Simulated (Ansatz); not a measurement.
A computed series for SrO: pressure series

Take SrO in the rock salt structure (space group Fm-3m, No. 225; a = 5.1949 Å) as the base.

Cell and atoms are relaxed at each pressure.

The values are results of Ansatz (a program for electronic structure), PBE, PAW, cutoff 420 eV, no SOC, not measurements.

```csv
case,lattice parameter a,electron mass
base,5.195 Å,"1.2 mₑ along k, 0.41 mₑ across (at X)"
pressure −2 GPa,5.238 Å,"1.2 mₑ along k, 0.41 mₑ across (at X)"
pressure −1 GPa,5.216 Å,"1.2 mₑ along k, 0.41 mₑ across (at X)"
pressure 0.3 GPa,?,"1.2 mₑ along k, 0.41 mₑ across (at X)"
pressure 0.7 GPa,5.181 Å,"1.2 mₑ along k, 0.40 mₑ across (at X)"
pressure 1.5 GPa,5.166 Å,"1.2 mₑ along k, 0.40 mₑ across (at X)"
pressure 3 GPa,5.138 Å,"1.2 mₑ along k, 0.40 mₑ across (at X)"
pressure 5 GPa,5.105 Å,"1.2 mₑ along k, 0.39 mₑ across (at X)"
pressure 7.5 GPa,5.067 Å,"1.2 mₑ along k, 0.39 mₑ across (at X)"
pressure 10 GPa,5.032 Å,"1.2 mₑ along k, 0.38 mₑ across (at X)"
```

Q: Some entries are withheld; estimate them.

A: 
- pressure 0.3 GPa, lattice parameter a: 5.189 Å

The program warned that an SCF state here may not be the lowest one. The levels and masses belong to the bands next to the band gap. Load acts through the strain it causes; cell and atoms are relaxed under it. Effective masses come from finite differences of ±0.01 Å⁻¹. Along k means along the line from Γ to the band edge. Stability against distortions was not tested. No other phases were tried under pressure.
